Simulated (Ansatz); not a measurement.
## Point-defect migration in anatase TiO2

Some mobile defects of anatase TiO2. The numbers are results of PBE, PAW (plane waves to 420 eV; Ansatz, a first-principles code), not measurements.

Each figure is the lowest single hop between equivalent sites among the routes that converged and passed our checks, counted from the lowest site run. It need not be the barrier to long-range diffusion, and untried routes may lie lower. Climbing-image NEB, static nuclei, fixed cells, no finite-size correction; on the finer meshes named, energies are single points at the band's geometries. Saddle orders were checked for a part of the study's bands only and are not shown. Charge states are imposed.

```
Defect                                  Route  Hop (Å)  Direction in the unit cell                Neighbours at the saddle                      Cell  Barrier (eV)
--------------------------  -----------------  -------  --------------------------  --------------------------------------  ------------------------  ------------
interstitial Na, charge +1  Na moves farthest     1.23          (0.00, 0.00, 0.13)                           4 O at 2.08 Å  108 sites, 2×2×2 shifted          0.12
interstitial F, charge -1    F moves farthest     1.59         (0.23, 0.23, -0.11)  2 O at 2.26, 2 O at 2.51; Ti at 1.93 Å  108 sites, 2×2×2 shifted          0.33
interstitial Cu, charge +1  Cu moves farthest     3.08          (0.00, 0.50, 0.25)              2 O at 1.92, 4 O at 2.29 Å  108 sites, 2×2×2 shifted          0.54
interstitial H, charge +1    H moves farthest     1.21          (0.32, 0.00, 0.00)                           2 O at 1.27 Å  108 sites, 2×2×2 shifted          0.56
```
